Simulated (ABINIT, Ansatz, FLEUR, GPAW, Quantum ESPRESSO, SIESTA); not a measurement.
## Mg6CuW (Amm2, 8 atoms in the cell) computed with different codes at matched settings

Self-consistent single point.

```
CELL_PARAMETERS angstrom
      4.87389     0.00000     0.00000
      0.00000     3.03705     5.36648
      0.00000    -3.03705     5.36648
ATOMIC_POSITIONS crystal
  Mg 0.50000 0.67338 0.16964
  Mg 0.50000 0.16964 0.67338
  Mg 0.00000 0.82950 0.34432
  Mg 0.00000 0.34432 0.82950
  Mg 0.00000 0.32157 0.32157
  Mg 0.00000 0.82325 0.82325
  Cu 0.50000 0.16610 0.16610
  W  0.50000 0.67224 0.67224
```

All programs got the same cell, k-point mesh and kind of occupations (in Ansatz's words: kpoints.mp_grid.grid = 3 3 3; scf.occupations.method = fermi_dirac; scf.occupations.width = 0.136 eV); potentials, basis and cutoffs are each program's usual ones.

| code | model | pressure (GPa) | largest force (eV/Å) | k-points | cutoff |
|---|---|---|---|---|---|
| ABINIT | PBEsol, PAW (JTH v2.0 PBE PAW, files made for PBE) | -4.43 | 0.140 | 8 | 816 eV |
| Quantum ESPRESSO | PBEsol, PseudoDojo standard norm-conserving (PBESOL) pseudopotentials | -4.39 | 0.147 | 8 | 95 Ry |
| GPAW | PBEsol, GPAW PAW datasets PBEsol (made by gpaw-setup) | -4.34 | 0.132 | 8 | 850 eV |
| FLEUR | PBEsol, all-electron FLAPW (FLEUR), scalar-relativistic valence | – | 0.138 | 8 | Kmax 4 1/bohr |
| SIESTA | GGA PBEsol, numerical atomic orbitals DZP, PseudoDojo PBEsol standard norm-conserving potentials (rewritten from UPF to PSML) | -2.70 | 0.134 | 14 | grid 300 Ry |
| Ansatz | PBEsol, PAW files made with PBE | -4.41 | 0.139 | 8 | 420 eV |

Size of the force on each atom (eV/Å): Sizes of forces hide their directions.

```tsv
code	Mg1	Mg2	Mg3	Mg4	Mg5	Mg6	Cu7	W8
ABINIT	0.033	0.033	0.097	0.097	0.140	0.091	0.006	0.010
Quantum ESPRESSO	0.032	0.032	0.098	0.098	0.147	0.086	0.006	0.013
GPAW	0.033	0.033	0.098	0.098	0.132	0.090	0.006	0.009
FLEUR	0.034	0.034	0.096	0.096	0.138	0.088	0.005	0.010
SIESTA	0.040	0.040	0.134	0.134	0.080	0.108	0.035	0.002
Ansatz	0.034	0.034	0.098	0.098	0.139	0.092	0.005	0.011
```

A dash marks a value that a program does not give, or that is left out as unsure.

The spread over the programs that give each value: pressure within 1.73 GPa; largest force within 0.015 eV/Å.

The starting cell comes from a database of computed structures (which also holds hypothetical and non-ambient phases and stackings), without a prior relaxation at this level. Its lattice was rescaled by a random factor within 2.5 % of one. On Ansatz's run: Spin-orbit coupling is off. Spin polarisation is off. In the base run, with a pressure of about -4 GPa the cell is away from its equilibrium volume at this level. Without a gap this mesh is coarse (it stands for a supercell whose shortest vector is 15 Å).

Task: Why do the programs differ, and what cannot be compared?

Result: Differences of this kind can come from the potentials, where these differ, and from what each basis and cutoff leave unconverged. The valence holds different numbers of electrons (ABINIT 93, Quantum ESPRESSO 93, GPAW 85, FLEUR 85, SIESTA 93, Ansatz (a quantum-chemistry and plane-wave program) 93). The zero of total energies and Fermi levels follows the potentials and each program's conventions, so they are not compared here. SIESTA uses small atom-centred bases, whose incompleteness enters pressures, forces and empty levels differently from a plane-wave cutoff. FLEUR treats all electrons, but the usual bases taken here (sphere radii, linearisation, local orbitals, empty states) were not tested for convergence, so the values are no reference for the others. Ansatz's pressure is given at a fixed set of plane waves, as the other plane-wave codes print theirs. The programs reduce the same mesh by symmetry to different extents, which changes the work and not the result. In the pressure, SIESTA (by 1.70) lies more than 1 GPa from the median of the plane-wave programs. In the force vectors, SIESTA (by 0.206) lies more than 0.08 eV/Å from the median of the plane-wave programs.

The shared mesh is coarse (it stands for a supercell whose shortest vector is 15 Å), so the values are not converged in it.

Left out of this page: CP2K (unsound by tests on forces, stress, charge or solver warnings); Elk (stopped by limits of time or memory).

Keys are those of Ansatz 0.2.
